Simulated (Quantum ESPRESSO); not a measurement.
A series of runs on CuGe2P3 (P3m1, 6 atoms in the cell)

```
CELL_PARAMETERS angstrom
      3.86289     0.00000     0.00000
     -1.93145     3.34536     0.00000
      0.00000     0.00000     9.31995
ATOMIC_POSITIONS crystal
  Cu 0.00000 0.00000 0.98005
  Ge 0.66667 0.33333 0.32685
  Ge 0.33333 0.66667 0.69294
  P  0.00000 0.00000 0.22693
  P  0.66667 0.33333 0.58639
  P  0.33333 0.66667 0.93684
```

Base run A: LDA (PZ), PSlibrary PAW (LDA) pseudopotentials in Quantum ESPRESSO 7.5, self-consistent single point.

Its settings: ecutwfc = 55 Ry; ecutrho = 330 Ry; occupations = smearing; smearing = methfessel-paxton; degauss = 0.0099958 Ry; K_POINTS = automatic 8 8 3 0 0 0; conv_thr = 1e-11 Ry; mixing_beta = 0.3.

The starting cell comes from a database of computed structures (which also holds hypothetical and non-ambient phases and stackings), without a prior relaxation at this level. Spin polarisation is off. In the base run, with a pressure of about -5 GPa the cell is away from its equilibrium volume at this level. The run gives no clean gap (levels at the Fermi energy touch, overlap or are partly filled at this smearing), which alone does not show that the compound is a metal.

Run A gave: pressure (GPa) -4.53; largest force (eV/Å) 0.222.

Runs:
- B: ecutwfc: 55 Ry → 50 Ry; ecutrho: 330 Ry → 300 Ry; pseudopotentials: {Cu: Cu.pz-dn-kjpaw_psl.1.0.0.UPF, Ge: Ge.pz-n-kjpaw_psl.1.0.0.UPF, P: P.pz-n-kjpaw_psl.1.0.0.UPF} → {Cu: Cu.pbe-dn-kjpaw_psl.1.0.0.UPF, Ge: Ge.pbe-n-kjpaw_psl.1.0.0.UPF, P: P.pbe-n-kjpaw_psl.1.0.0.UPF}; input_dft: default → wc [Wu-Cohen GGA]
- C: ecutwfc: 55 Ry → 50 Ry; ecutrho: 330 Ry → 300 Ry; pseudopotentials: {Cu: Cu.pz-dn-kjpaw_psl.1.0.0.UPF, Ge: Ge.pz-n-kjpaw_psl.1.0.0.UPF, P: P.pz-n-kjpaw_psl.1.0.0.UPF} → {Cu: Cu.pbe-dn-kjpaw_psl.1.0.0.UPF, Ge: Ge.pbe-n-kjpaw_psl.1.0.0.UPF, P: P.pbe-n-kjpaw_psl.1.0.0.UPF}; input_dft: default → vdw-df [vdW-DF]
- D: ecutwfc: 55 Ry → 50 Ry; ecutrho: 330 Ry → 300 Ry; pseudopotentials: {Cu: Cu.pz-dn-kjpaw_psl.1.0.0.UPF, Ge: Ge.pz-n-kjpaw_psl.1.0.0.UPF, P: P.pz-n-kjpaw_psl.1.0.0.UPF} → {Cu: Cu.pbe-dn-kjpaw_psl.1.0.0.UPF, Ge: Ge.pbe-n-kjpaw_psl.1.0.0.UPF, P: P.pbe-n-kjpaw_psl.1.0.0.UPF}; input_dft: default → vdw-df2 [vdW-DF2]
- E: ecutwfc: 55 Ry → 50 Ry; ecutrho: 330 Ry → 300 Ry; pseudopotentials: {Cu: Cu.pz-dn-kjpaw_psl.1.0.0.UPF, Ge: Ge.pz-n-kjpaw_psl.1.0.0.UPF, P: P.pz-n-kjpaw_psl.1.0.0.UPF} → {Cu: Cu.pbe-dn-kjpaw_psl.1.0.0.UPF, Ge: Ge.pbe-n-kjpaw_psl.1.0.0.UPF, P: P.pbe-n-kjpaw_psl.1.0.0.UPF}; input_dft: default → vdw-df-cx [vdW-DF-cx]
- F: ecutwfc: 55 Ry → 50 Ry; ecutrho: 330 Ry → 300 Ry; pseudopotentials: {Cu: Cu.pz-dn-kjpaw_psl.1.0.0.UPF, Ge: Ge.pz-n-kjpaw_psl.1.0.0.UPF, P: P.pz-n-kjpaw_psl.1.0.0.UPF} → {Cu: Cu.pbe-dn-kjpaw_psl.1.0.0.UPF, Ge: Ge.pbe-n-kjpaw_psl.1.0.0.UPF, P: P.pbe-n-kjpaw_psl.1.0.0.UPF}; input_dft: default → vdw-df-obk8 [optB88-vdW]
- G: ecutwfc: 55 Ry → 50 Ry; ecutrho: 330 Ry → 300 Ry; pseudopotentials: {Cu: Cu.pz-dn-kjpaw_psl.1.0.0.UPF, Ge: Ge.pz-n-kjpaw_psl.1.0.0.UPF, P: P.pz-n-kjpaw_psl.1.0.0.UPF} → {Cu: Cu.pbe-dn-kjpaw_psl.1.0.0.UPF, Ge: Ge.pbe-n-kjpaw_psl.1.0.0.UPF, P: P.pbe-n-kjpaw_psl.1.0.0.UPF}; input_dft: default → vdw-df-ob86 [optB86b-vdW]
- H: ecutwfc: 55 Ry → 50 Ry; ecutrho: 330 Ry → 300 Ry; pseudopotentials: {Cu: Cu.pz-dn-kjpaw_psl.1.0.0.UPF, Ge: Ge.pz-n-kjpaw_psl.1.0.0.UPF, P: P.pz-n-kjpaw_psl.1.0.0.UPF} → {Cu: Cu.pbe-dn-kjpaw_psl.1.0.0.UPF, Ge: Ge.pbe-n-kjpaw_psl.1.0.0.UPF, P: P.pbe-n-kjpaw_psl.1.0.0.UPF}; input_dft: default → vdw-df2-b86r [rev-vdW-DF2]

Question: What does run E change against A?

Answer: The pressure goes from -4.53 to -1.75 GPa and the largest force goes from 0.222 to 0.192 eV/Å.

Question: What does run B change against A?

Answer: The pressure goes from -4.53 to -2.55 GPa and the largest force goes from 0.222 to 0.169 eV/Å.

Question: What does run H change against A?

Answer: The pressure goes from -4.53 to -0.48 GPa and the largest force goes from 0.222 to 0.164 eV/Å.

| run | pressure (GPa) | largest force (eV/Å) |
|---|---|---|
| A | -4.53 | 0.222 |
| B | -2.55 | 0.169 |
| C | 4.35 | 0.138 |
| D | 7.12 | 0.140 |
| E | -1.75 | 0.192 |
| F | 0.94 | 0.145 |
| G | -0.63 | 0.169 |
| H | -0.48 | 0.164 |

Left out of this page: 2 runs of the series held back from this collection.
